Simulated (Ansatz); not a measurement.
Polymorphs of NbIr₃, PBEsol, DFPT electron-phonon coupling, linearised Boltzmann equation run with Ansatz (an electronic-structure program); geometry: relaxed with this functional, without spin-orbit coupling.
- Pm-3m, primitive cell of 4: a = b = c = 3.8814 Å, α = β = γ = 90.00°
- P6_3/mmc, primitive cell of 8: a = 5.518 Å, b = 5.518 Å, c = 4.434 Å, α = 90.00°, β = 90.00°, γ = 120.00°

```
Space group  volume per atom (Å³)  resistivity at 300 K  mean free path at 300 K  electron-phonon coupling λ  logarithmic mean phonon energy
-----------  --------------------  --------------------  -----------------------  --------------------------  ------------------------------
Pm-3m                        14.6                   [?]                  18.9 nm                        0.22                        19.1 meV
P6_3/mmc                     14.6             8.7 μΩ·cm                  17.8 nm                        0.22                             [?]
```

Problem. Complete the blanks.

Solution. 
- Pm-3m, resistivity at 300 K: 7.7 μΩ·cm
- P6_3/mmc, logarithmic mean phonon energy: 19.6 meV

Metals; harmonic phonons alone scatter; means over directions. The mean free path is weighted by the current that each state carries. Halving the electron mesh moves these values by up to 9 %; q meshes are mostly untested. Spin-orbit coupling is left out.

Formula and space group known from diffraction (Crystallography Open Database), not checked to be the room-temperature form: NbIr3 (Pm-3m). Computed structure with no diffraction record at hand here (it may be known, metastable or hypothetical): NbIr3 (P6_3/mmc). The missing spin-orbit coupling matters most for NbIr3 (P6_3/mmc), NbIr3 (Pm-3m).
